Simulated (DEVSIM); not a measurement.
System: abrupt Si p-n junction, at 300 K.

| layer (left to right) | material | thickness (μm) | Nd (cm⁻³) | Na (cm⁻³) | τn (s) | τp (s) |
|---|---|---|---|---|---|---|
| 1 | Si | 77.0 | - | 1.3e17 | 2.1e-7 | 2.1e-7 |
| 2 | Si | 1.10 | 1.4e17 | - | 2.1e-7 | 2.1e-7 |

Left contact: ohmic. Right contact: ohmic. Voltage is applied to the left contact. Recombination: SRH at mid-gap, Auger. Mobility is μmin + (μ − μmin)/(1 + (N/Nref)^α).

Constants are typed, rounded textbook-type inputs, not results; the design itself was drawn at random and stands for no fabricated device. Values at 300 K.

```
parameter           Si
-------------  -------
gap (eV)         1.124
affinity (eV)     4.05
permittivity      11.7
Nc (cm⁻³)      2.86e19
Nv (cm⁻³)       3.1e19
μn (cm²/Vs)       1417
μp (cm²/Vs)        470
μn,min              52
μp,min              45
Nref,n          9.7e16
Nref,p          2.2e17
αn                0.68
αp                0.72
Cn (cm⁶/s)     2.8e-31
Cp (cm⁶/s)     9.9e-32
```

DEVSIM, 1D drift-diffusion, Boltzmann statistics, complete ionisation; no tunnelling, impact ionisation, image-force lowering or self-heating.

The doping Na of layer 1 was swept, all else fixed.

```tsv
doping Na of layer 1 (cm^-3)	dark forward voltage at 100 A/cm² (V)	largest field in the device at zero bias (V/cm)	potential step across the device at zero bias (V)	dark forward voltage at 1 A/cm² (V)
3.9e15	1.142	32000	0.754	0.625
1.3e16	1.039	52000	0.785	0.638
3.9e16	0.965	85000	0.814	0.648
1.3e17	0.886	130000	0.845	0.655
3.9e17	0.834	160000	0.873	0.656
1.3e18	0.804	180000	0.904	0.656
3.9e18	0.791	200000	0.933	0.656
```

From the first row to the last the dark forward voltage at 100 A/cm² goes from 1.142 to 0.791. From the first row to the last the largest field in the device at zero bias goes from 32000 to 200000.
